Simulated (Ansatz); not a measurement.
**A computed series for Cu: response to strain**

Consider Cu in the fcc (Cu type) structure (space group Fm-3m, No. 225; relaxed with 0.1 eV smearing).

```cif
data_Cu
_chemical_formula_sum 'Cu1'
_space_group_name_H-M_alt 'P 1'
_space_group_IT_number 1
_cell_length_a 2.51997
_cell_length_b 2.51997
_cell_length_c 2.51997
_cell_angle_alpha 60.000
_cell_angle_beta 60.000
_cell_angle_gamma 60.000
loop_
_space_group_symop_operation_xyz
  'x, y, z'
loop_
_atom_site_label
_atom_site_type_symbol
_atom_site_fract_x
_atom_site_fract_y
_atom_site_fract_z
_atom_site_occupancy
Cu1 Cu 0.00000 0.00000 0.00000 1
```

Strains are applied to the cell and any free atomic positions relax.

Method: PBEsol in Ansatz (plane waves to 420 eV, PAW, no spin-orbit coupling).

Candidates:
(a) isotropic strain +2.50 %
(b) isotropic strain −1.50 %
(c) isotropic strain +1.50 %

Notes on the quantities. energy relative to the base: free energy F.

Order them by energy relative to the base, highest first.

(a) isotropic strain +2.50 % (+30 meV/atom), (b) isotropic strain −1.50 % (+13 meV/atom), (c) isotropic strain +1.50 % (+11 meV/atom)

No phonon test of stability was made. The final runs are not spin-polarised.

Ansatz is a program for electronic structure.
